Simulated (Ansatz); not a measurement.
The parent structure is SnTe in the rock salt structure (space group Fm-3m, No. 225; a = 6.370 Å). Axes: x, y, z lie along the cube axes.

The values are results of r2SCAN (Ansatz, a program for electronic structure, PAW, spin-orbit coupling left out), not measurements.

For the base:

The pressure is 0.00 GPa.

It is then changed as follows: uniaxial strain ε_zz = +2.00 %, all other strain components held at zero, atoms relaxed at fixed cell.

### Question
Estimate the effect on the energy relative to the base.

### Answer
The energy rises by 4.7 meV/atom.

### Question
Predict the new pressure.

### Answer
The pressure (mean of the normal stresses, compression positive) goes from zero to -0.79 GPa.

Stability against distortions was not tested.
